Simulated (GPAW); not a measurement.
# GPAW run on W₃N₄ (Pm-3m, 7 atoms in the cell): self-consistent single point

Computed with LDA (Perdew-Wang 92), GPAW PAW datasets LDA (gpaw-data 1.0.1) (plane waves; GPAW).

Input:

```python
from ase import Atoms
from ase.units import GPa
from gpaw import GPAW

atoms = Atoms(['W', 'W', 'W', 'N', 'N', 'N', 'N'],
              cell=[[4.201121, 0.000000, 0.000000],
                    [0.000000, 4.201121, 0.000000],
                    [0.000000, 0.000000, 4.201121]],
              positions=[[0.000000, 2.100560, 2.100560],
                         [2.100560, 0.000000, 2.100560],
                         [2.100560, 2.100560, 0.000000],
                         [2.100560, 2.100560, 2.100560],
                         [0.000000, 2.100560, 0.000000],
                         [2.100560, 0.000000, 0.000000],
                         [0.000000, 0.000000, 2.100560]],
              pbc=True)

calc = GPAW(mode={'name': 'pw', 'ecut': 950},
            xc='LDA',
            kpts=(9, 9, 9),
            occupations={'name': 'methfessel-paxton', 'width': 0.1, 'order': 0},
            nbands=-15,
            convergence={'forces': 0.001},
            symmetry={'symmorphic': False, 'tolerance': 0.0005},
            maxiter=150,
            txt='-')

atoms.calc = calc

energy = atoms.get_potential_energy()
print('Energy (eV):', round(energy, 6))
forces = atoms.get_forces()
print('Forces (eV/Ang):')
print(forces.round(5))
stress = atoms.get_stress()
print('Stress (GPa, Voigt):', (stress / GPa).round(4))
```

The program printed (abridged):

```
Input parameters:
  convergence: {forces: 0.001}
  kpts: [9 9 9]
  maxiter: 150
  mode: {ecut: 950,
         name: pw}
  nbands: -15
  occupations: {name: methfessel-paxton,
                order: 0,
                width: 0.1}
  symmetry: {symmorphic: False,
             tolerance: 0.0005}

species:
  W:
    name: Tungsten
    Z: 74.0
    valence: 14
    core: 60
    charge: 0.0
    file: W.LDA.gz

    # Using partial waves for W as LCAO basis

  N:
    name: Nitrogen
    Z: 7.0
    valence: 5
    core: 2
    charge: 0.0
    file: N.LDA.gz

    # Using partial waves for N as LCAO basis

Reference energy: -1321431.816416  # eV

Spin-paired calculation

Convergence criteria:
 Maximum [total energy] change in last 3 cyles: 0.0005 eV / valence electron
 Maximum integral of absolute [dens]ity change: 0.0001 electrons / valence electron
 Maximum integral of absolute [eigenst]ate change: 4e-08 eV^2 / valence electron
 Maximum change in the atomic [forces] across last 2 cycles: 0.001 eV/Ang OR
Maximum error relative to the maximum force is below inf
 Maximum number of scf [iter]ations: 150

Symmetries present (total): 48
Symmetries with fractional translations: 0
729 k-points: 9 x 9 x 9 Monkhorst-Pack grid
35 k-points in the irreducible part of the Brillouin zone
       k-points in crystal coordinates                weights
   0:     0.00000000    0.00000000    0.00000000          1/729
   1:     0.11111111    0.00000000    0.00000000          6/729
   2:     0.11111111    0.11111111    0.00000000         12/729
   [... 7 lines left out ...]
          ...
  34:     0.44444444    0.44444444    0.44444444          8/729

Wave functions: Plane wave expansion
  Cutoff energy: 950.000 eV
  Number of coefficients (min, max): 4887, 4954
  Pulay-stress correction: 0.000000 eV/Ang^3 (de/decut=0.000000)

Occupation numbers: Methfessel-Paxton:
  width: 0.1000  # eV
  order: 0

Eigensolver

Densities:
  Coarse grid: 30*30*30 grid
  Fine grid: 60*60*60 grid
  Total Charge: 0.000000

Density mixing:
  Method: separate
  Backend: pulay
  Linear mixing parameter: 0.05
  old densities: 5
  Damping of long wavelength oscillations: 50

Hamiltonian:
  XC and Coulomb potentials evaluated on a 60*60*60 grid
  External potential:
    NoExternalPotential

Number of atoms: 7
Number of atomic orbitals: 55
Number of bands in calculation: 46
Number of valence electrons: 62
Bands to converge: occupied

Density initialized from atomic densities
  46 bands from LCAO basis set

Atomic positions and initial magnetic moments

Positions:
   0 W      0.000000    2.100560    2.100560    ( 0.0000,  0.0000,  0.0000)
   1 W      2.100560    0.000000    2.100560    ( 0.0000,  0.0000,  0.0000)
   2 W      2.100560    2.100560    0.000000    ( 0.0000,  0.0000,  0.0000)
   3 N      2.100560    2.100560    2.100560    ( 0.0000,  0.0000,  0.0000)
   4 N      0.000000    2.100560    0.000000    ( 0.0000,  0.0000,  0.0000)
   5 N      2.100560    0.000000    0.000000    ( 0.0000,  0.0000,  0.0000)
   6 N      0.000000    0.000000    2.100560    ( 0.0000,  0.0000,  0.0000)

Unit cell:
           periodic     x           y           z      points  spacing
  1. axis:    yes    4.201121    0.000000    0.000000    30     0.1400
  2. axis:    yes    0.000000    4.201121    0.000000    30     0.1400
  3. axis:    yes    0.000000    0.000000    4.201121    30     0.1400

  Lengths:   4.201121   4.201121   4.201121
  Angles:   90.000000  90.000000  90.000000

Effective grid spacing dv^(1/3) = 0.1400

     iter     time        total  log10-change:
                         energy   eigst   dens  force
iter:   1 --:--:--   -84.669880
iter:   2 --:--:--   -82.345087   -1.29  -0.94
iter:   3 --:--:--   -77.564173   -0.78  -1.01
iter:   4 --:--:--   -77.624985   -2.53  -1.46
iter:   5 --:--:--   -77.537981   -2.30  -1.47
iter:   6 --:--:--   -77.422219   -2.53  -1.65
iter:   7 --:--:--   -77.404805   -2.71  -1.88
iter:   8 --:--:--   -77.409364c  -3.31  -2.49
iter:   9 --:--:--   -77.407347c  -3.45  -2.63
iter:  10 --:--:--   -77.404084c  -3.66  -2.69
iter:  11 --:--:--   -77.403982c  -5.64  -3.50
iter:  12 --:--:--   -77.403951c  -6.58  -3.78
iter:  13 --:--:--   -77.403946c  -7.56c -3.86
iter:  14 --:--:--   -77.403937c  -6.95  -3.89
iter:  15 --:--:--   -77.403937c  -7.36  -4.03c
iter:  16 --:--:--   -77.403922c  -6.93  -4.10c
iter:  17 --:--:--   -77.403923c  -8.21c -4.27c
iter:  18 --:--:--   -77.403922c  -7.87c -4.29c -19.54c

Converged after 18 iterations.

Dipole moment: (-0.000012, -0.000012, -0.000012) |e|*Ang

Energy contributions relative to reference atoms: (reference = -1321431.816416)

Kinetic:        +38.281038
Potential:      -44.577036
External:        +0.000000
XC:             -71.339072
Entropy (-ST):   -0.013921
Local:           +0.238108
SIC:             +0.000000
--------------------------
Free energy:    -77.410883
Extrapolated:   -77.403922

Showing only first 2 kpts
 Kpt  Band  Eigenvalues  Occupancy
  0    29     11.14356    2.00000
  0    30     11.14356    2.00000
  0    31     12.31515    2.00000
  0    32     12.31515    2.00000

  1    29     10.77104    2.00000
  1    30     10.77104    2.00000
  1    31     12.22223    2.00000
  1    32     12.80655    1.99891

Fermi level: 13.03754

No gap
No difference between direct/indirect transitions
Energy (eV): -77.403922

Forces in eV/Ang:
  0 W     0.00000    0.00000    0.00000
  1 W     0.00000    0.00000    0.00000
  2 W     0.00000    0.00000    0.00000
  3 N     0.00000    0.00000    0.00000
  4 N    -0.00000    0.00000   -0.00000
  5 N     0.00000   -0.00000   -0.00000
  6 N    -0.00000   -0.00000    0.00000

Stress tensor:
     0.088513     0.000000     0.000000
     0.000000     0.088513     0.000000
     0.000000     0.000000     0.088513
Stress (GPa, Voigt): [14.1814 14.1814 14.1814  0.      0.      0.    ]
```

The run converged in 18 iterations. GPAW prints stress with tension positive.

At such cutoffs GPAW's stress carries a finite-basis (Pulay) error, which enters relaxed cells too; its log prints stress with tension positive.

The starting cell comes from a database of computed structures (which also holds hypothetical and non-ambient phases and stackings), without a prior relaxation at this level. Its lattice was rescaled by a random factor within 2.5 % of one. Spin-orbit coupling is off. Spin polarisation is off.

Cost on one core of a shared machine: roughly 90 s.
